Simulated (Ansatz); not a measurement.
The reference is SiC (space group P6_3mc, No. 186).

```yaml
crystal:
  lattice:
    - [3.09500, 0.00000, 0.00000]
    - [-1.54750, 2.68035, 0.00000]
    - [0.00000, 0.00000, 15.18649]
  atoms:
    - { symbol: Si, position: [0.00000, 0.00000, 0.99982] }
    - { symbol: Si, position: [0.00000, 0.00000, 0.49982] }
    - { symbol: Si, position: [0.66667, 0.33333, 0.83309] }
    - { symbol: Si, position: [0.33333, 0.66667, 0.33309] }
    - { symbol: Si, position: [0.66667, 0.33333, 0.16660] }
    - { symbol: Si, position: [0.33333, 0.66667, 0.66660] }
    - { symbol: C, position: [0.00000, 0.00000, 0.87447] }
    - { symbol: C, position: [0.00000, 0.00000, 0.37447] }
    - { symbol: C, position: [0.66667, 0.33333, 0.70810] }
    - { symbol: C, position: [0.33333, 0.66667, 0.20810] }
    - { symbol: C, position: [0.66667, 0.33333, 0.04161] }
    - { symbol: C, position: [0.33333, 0.66667, 0.54161] }
```

Cartesian axes are those of the cell as printed.

Method: Ansatz (a quantum-chemistry and plane-wave program), PBE, PAW, cutoff 420 eV, scalar-relativistic without spin-orbit coupling, earlier PAW set.

The change: uniaxial strain ε_zz = +1.07 %, all other strain components held at zero, atoms relaxed at fixed cell.

Task: How does this affect the energy relative to the base?

Result: The energy grows by 2.0 meV/atom.

Task: Predict the new stress.

Result: The stress (xx, yy, zz, yz, xz, xy; compression positive) comes out as (-0.52, -0.52, -5.55, 0.00, 0.00, 0.00) GPa.

Whether these cells are dynamically stable was not tested.
